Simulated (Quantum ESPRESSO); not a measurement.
Quick settings and what they miss: FeB2W2 (Immm, 5 atoms in the cell)

Self-consistent single point.

```
Fe(BW)2
1.0
   -1.56610     2.26702     3.52726
    1.56610    -2.26702     3.52726
    1.56610     2.26702    -3.52726
Fe B W
1 2 2
Direct
  0.00000   0.00000   0.00000
  0.70657   0.50000   0.20657
  0.29343   0.50000   0.79343
  0.70320   0.20320   0.50000
  0.29680   0.79680   0.50000
```

Method: PBEsol, PSlibrary PAW (PBE) pseudopotentials (plane waves; Quantum ESPRESSO 7.5).

Base settings: ecutwfc = 55 Ry; ecutrho = 495 Ry; occupations = smearing; smearing = fd; degauss = 0.0099958 Ry; input_dft = pbesol; K_POINTS = automatic 9 9 9 0 0 0; conv_thr = 1e-10 Ry.

Tight run (finer mesh or higher cutoff; not a proven limit): ecutwfc: 55 Ry → 77 Ry; ecutrho: 495 Ry → 693 Ry; conv_thr: 1e-10 Ry → 7.3e-11 Ry; K_POINTS: automatic 9 9 9 0 0 0 → automatic 13 13 13 0 0 0. It gave Fermi level (on the code's own zero) 20.59 eV; pressure 3.00 GPa; largest force (vector length) 0.067 eV/Å.

Quick runs, as changes from the base:
- A: the base itself
- B: ecutwfc: 55 Ry → 33 Ry; ecutrho: 495 Ry → 231 Ry; degauss: 0.0099958 Ry → 0.019992 Ry; input_dft: pbesol → default; pseudopotentials: {Fe: Fe.pbe-n-kjpaw_psl.1.0.0.UPF, B: B.pbe-n-kjpaw_psl.1.0.0.UPF, W: W.pbe-spn-kjpaw_psl.1.0.0.UPF} → {Fe: Fe.pz-n-kjpaw_psl.1.0.0.UPF, B: B.pz-n-kjpaw_psl.1.0.0.UPF, W: W.pz-spn-kjpaw_psl.1.0.0.UPF}; K_POINTS: automatic 9 9 9 0 0 0 → automatic 1 1 1 0 0 0 [LDA (PZ)]
- C: ecutwfc: 55 Ry → 44 Ry; ecutrho: 495 Ry → 396 Ry; conv_thr: 1e-10 Ry → 7.3e-06 Ry; K_POINTS: automatic 9 9 9 0 0 0 → automatic 6 6 6 0 0 0
- D: ecutwfc: 55 Ry → 33 Ry; ecutrho: 495 Ry → 297 Ry; conv_thr: 1e-10 Ry → 7.3e-06 Ry; K_POINTS: automatic 9 9 9 0 0 0 → automatic 6 6 6 1 1 1
- E: smearing: fd → gauss; degauss: 0.0099958 Ry → 0.0147 Ry; K_POINTS: automatic 9 9 9 0 0 0 → automatic 4 4 4 0 0 0
- F: ecutwfc: 55 Ry → 38 Ry; ecutrho: 495 Ry → 342 Ry; smearing: fd → mp; K_POINTS: automatic 9 9 9 0 0 0 → automatic 8 8 8 1 1 1

Energies are extrapolated to zero smearing width, which holds to low order in the width alone (under cold and Methfessel-Paxton smearing the free energy itself is taken).

Dashes: energy of B, another energy zero; time of B, under 30 s; pressure of C, D, not trusted under this conv_thr with d or f elements.

† marks runs with another functional, U, potentials or spin treatment: their distance from the tight run is not a convergence error alone.

The count of work is k-points × plane waves × bands × iterations; it is no time. Core times come from one kind of shared machine and are given to one figure; runs under 30 s give none.

The starting cell comes from a database of computed structures (which also holds hypothetical and non-ambient phases and stackings), without a prior relaxation at this level. Its lattice was rescaled by a random factor within 2.5 % of one. Spin polarisation is off.

```
run  energy less tight (meV/atom)  pressure less tight (GPa)  largest miss in a force vector (eV/Å)  count of work / tight  core time / tight (rough)
---  ----------------------------  -------------------------  -------------------------------------  ---------------------  -------------------------
A                             5.3                      -0.31                                  0.002                   0.19                        0.2
B†                              –                     -17.56                                  2.456                0.00077                          –
C                            24.3                          –                                  0.022                  0.033                       0.04
D                            58.5                          –                                  0.014                  0.021                       0.03
E                            -5.7                      -0.94                                  0.028                  0.026                       0.05
F                            37.7                      -0.97                                  0.056                  0.084                       0.09
```

Among the runs at the tight run's level, the energy misses run from 5.3 to 58.5 meV/atom.
